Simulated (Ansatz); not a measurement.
Effect of pressure −2 GPa on Ta

The reference is Ta in the bcc (W type) structure (space group Im-3m, No. 229; a = 3.305 Å).

It is then changed as follows: a negative pressure, −2 GPa.

The values are results of DFT with r2SCAN, PAW potentials and a 500 eV plane-wave cutoff in Ansatz (a quantum-chemistry and plane-wave program), no SOC, earlier PAW set, not measurements. k-mesh 20×20×20 (Γ-centred); smearing 0.05 eV (Fermi–Dirac).

| quantity | base | changed | shift |
|---|---|---|---|
| volume per atom | 18.05 Å³ | 18.23 Å³ | +0.18 Å³ |
| density | 16.64 g/cm³ | 16.48 g/cm³ | -0.165 g/cm³ |
| lattice parameter a | 3.305 Å | 3.316 Å | +0.011 Å |
| shortest interatomic distance | 2.862 Å | 2.872 Å | +0.010 Å |
| enthalpy H = E + PV relative to the base's energy | – | -0.23 eV/atom | – |
| band gap | zero | zero | – |

Final structure:

```yaml
crystal:
  lattice:
    - [-1.65805, 1.65805, 1.65805]
    - [1.65805, -1.65805, 1.65805]
    - [1.65805, 1.65805, -1.65805]
  atoms:
    - { symbol: Ta, position: [0.00000, 0.00000, 0.00000] }
```

Cost of the whole job for the changed cell (relaxation, final SCF and bands): about 28 core-seconds (a rough figure).

Load acts through the strain it causes; cell and atoms are relaxed under it. Whether these cells are dynamically stable was not tested. All final runs are without spin polarisation.
